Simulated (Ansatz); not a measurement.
Take CdS in the zinc blende structure (space group F-43m, No. 216; a = 5.9271 Å) as the base. Axes: x, y, z lie along the cube axes.

All numbers come from Kohn–Sham DFT with the PBE functional, run in Ansatz (a program for electronic structure) with PAW and 420 eV plane waves, no spin-orbit coupling, earlier PAW set.

Now apply this change: an isotropic linear strain of −0.73 %; the atoms relax in the strained cell.

Problem. Predict the stress tensor and what it implies for the stiffness.

Solution. Stress of the strained cell less that of the base (GPa, compression positive):
```
   1.23    0.00    0.00
   0.00    1.23    0.00
   0.00    0.00    1.23
```

Then B = −ΔP/(ΔV/V₀) with ΔV/V₀ = -0.0217 gives secant stiffness values (nonlinear terms included at this strain): B ≈ 57 GPa.

Whether these cells are dynamically stable was not tested.
